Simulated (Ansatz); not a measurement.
An Ansatz (a program for electronic structure) run: Zr with a change (biaxial strain −1.00 %, plane normal [001], relaxed out of plane); plane-wave PAW DFT at the LDA level (Ansatz, 420 eV), without spin-orbit coupling.

Input:

Ansatz 0.2 input:
```yaml
crystal:
  lattice:
    - [3.1123356916, 0, 0]
    - [1.5561678458, 2.695361774, 0]
    - [0, 0, 5.118303699]
  atoms:
    - { symbol: Zr, position: [0.6666666667, 0.6666666667, 0.75] }
    - { symbol: Zr, position: [0.3333333333, 0.3333333333, 0.25] }
basis: { ecutwfc: 420, ecutrho_ratio: 4, xc_grid: 2, fft_grid_basis: typed }
kpoints: { mp_grid: { grid: [21, 21, 12] } }
hamiltonian:
  xc: lda
  dispersion: none
  pseudopotentials: { kind: paw }
scf: { occupations: { method: fermi_dirac, width: 0.1 } }
relax: { f_tol: 0.005, max_steps: 50, cell: { stress_tol: 0.01, fix: [a, b, gamma] } }
output: { forces: true, stress: true }
checkpoint: { write: state.ck, write_every: 1000 }
```

Output (explanatory and most iteration lines left out):

```
Relaxation: its limit of steps is 50 (relax.max_steps)
Pseudopotential: Zr, paw, valence charge 12
Crystal: 2 atoms, lattice volume = 42.937 Å³
Basis set: ecut = 420 eV, 833 PW (Γ), exchange–correlation on 48×48×72 points (8 copies of the dense FFT grid, shifted against one another)
Bands: 16, of which v1, the nominal top of the filled ones, is band 12 counted from 1 (11 counted from 0)
Symmetry: 24 space group operations
Space group: P63/mmc (ITA 194), of the structure as read, at distance tolerance 3.5e-5 Å
k-points: 336 of 5292
Functional: x = slater, c = lda
SCF iter   1: F=—  HF=-8154.957787 eV  |F-HF|=—  |Δ(HF+E_count)|=         —  Δρ=5.60e-3  dr2=4.01e-3  ethr=1.77e-3  ⟨swp⟩=4.8  Hψ=22898  notcnv=0
SCF iter   2: F=—  HF=-8154.956864 eV  |F-HF|=—  |Δ(HF+E_count)|=   9.23e-4  Δρ=3.20e-3  dr2=1.43e-3  ethr=1.67e-5  ⟨swp⟩=2.0  Hψ=10487  notcnv=0
SCF 1 converged in 6 iterations: F = -8154.956935 eV  dr2 = 1.30e-8
relax step   1: F+E_penalty+E_count = -8154.95693479 eV  Δ(F+E_penalty+E_count) = +0.000e0 eV  max|allowed force component| = 6.939e-17 eV/Å  Δτ_max = 0.0000 Å  P = +1.464 GPa  Ω = 42.937 Å³  fix = [a, b, gamma]  reactions: a +1.794, b +1.794 GPa  (6 SCF iters, dr2 threshold 1.00e-7 eV, accepted)
[... steps on the carried basis left out ...]
relax step   3: F+E_penalty+E_count = -8154.95741113 eV  Δ(F+E_penalty+E_count) = -1.892e-4 eV  max|allowed force component| = 1.342e-16 eV/Å  Δτ_max = 0.0000 Å  P = +0.921 GPa  Ω = 43.138 Å³  energy of the carried Pulay correction = -2.185e-5 eV  fix = [a, b, gamma]  reactions: a +1.386, b +1.386 GPa  (3 SCF iters, dr2 threshold 2.00e-7 eV, accepted)
Crystal: 2 atoms, lattice volume = 43.138 Å³
SCF iter   1: F=—  HF=-8154.957433 eV  |F-HF|=—  |Δ(HF+E_count)|=         —  Δρ=1.59e-5  dr2=2.61e-8  ethr=6.82e-8  ⟨swp⟩=3.6  Hψ=39921  notcnv=0
SCF iter   2: F=—  HF=-8154.957433 eV  |F-HF|=—  |Δ(HF+E_count)|=   1.36e-7  Δρ=8.66e-6  dr2=1.08e-8  ethr=1.09e-10  ⟨swp⟩=1.8  Hψ=6793  notcnv=0
SCF 4 converged in 5 iterations: F = -8154.957433 eV  dr2 = 2.63e-14
SCF converged after 5 iterations
Free energy (F): -8154.957433 eV
Internal energy: -8154.886595 eV  (E = F + TS)
E sigma→0 (E₀):  -8154.922014 eV
Entropy (-TS):   -0.070839 eV (-35.419 meV/atom)
Fermi energy:    14.960899 eV
--- Forces (eV/Å), atoms counted from 1 ---
  atom   1  Zr     0.00000000    -0.00000000     0.00000000
  atom   2  Zr     0.00000000     0.00000000     0.00000000
--- Stress (GPa, compression-positive) ---
        1.386447       0.000000      -0.000000
        0.000000       1.386447       0.000000
       -0.000000       0.000000      -0.007121
  P = ⅓ Tr σ = 0.9219 GPa (9.219 kbar)
--- Relaxed structure (3 steps of the walk, 3 accepted, 1 SCFs on fresh bases) ---
  cell:  # Å, volume = 43.1382 Å³
    - [3.1123356915823273, 8.939224450749793e-100, -3.2809302085574366e-34]
    - [1.5561678457911636, 2.695361774015305, -1.7640028829158712e-34]
    - [-5.395561046977817e-34, -2.3458961073816593e-35, 5.14231404346238]
  atoms:
    - { symbol: Zr, position: [0.6666666666666667, 0.6666666666666666, 0.7500000000000002] }
    - { symbol: Zr, position: [0.33333333333333337, 0.3333333333333333, 0.25000000000000006] }
```

Whether these cells are dynamically stable was not tested. All final runs are without spin polarisation. The cell was made from Zr in the hcp (Mg type) structure (space group P6_3/mmc, No. 194) by this change: biaxial strain −1.00 %, plane normal [001], relaxed out of plane.
